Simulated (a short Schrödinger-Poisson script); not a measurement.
From a short Schrödinger-Poisson script (our own, NumPy): one-band effective-mass equation with BenDaniel-Duke matching, electrons, heavy and light holes apart, hard walls at the outer ends, one valence edge for both holes (no strain splitting), no charge, excitons, band mixing or non-parabolicity; under a field the levels are quasi-bound states of a box, listed while three quarters of their weight lies within 4 nm of the wells.

Structure: single Ge/Si0.15Ge0.85 quantum well.

From the first side: 20 nm Si0.15Ge0.85; 7.5 nm Ge; 20 nm Si0.15Ge0.85.

The device is made up for the run: typed textbook-type constants, with dimensions and the other settings drawn at random. Ge: direct gap (eV) 0.88, conduction-band edge (eV) 0, electron mass (mₑ) 0.041, heavy-hole mass 0.21, light-hole mass 0.046. Si0.15Ge0.85: direct gap (eV) 1.36, conduction-band edge (eV) 0.4, electron mass (mₑ) 0.053, heavy-hole mass 0.24, light-hole mass 0.06.

The valence-band edge of each layer lies one gap below its conduction-band edge. The electron's potential energy rises along the stack by the applied field. Mesh 0.03 nm at interfaces.

Problem. Give the hh1 − lh1 (meV); the e1-hh1 transition at zero applied field (eV); the squared e1-hh1 overlap at zero applied field.

Solution. hh1 − lh1 (meV): 20.1; e1-hh1 transition at zero applied field (eV): 0.971; squared e1-hh1 overlap at zero applied field: 1.00. Excitons are left out, and strain enters only through the typed gaps and offsets, so measured lines lie elsewhere.
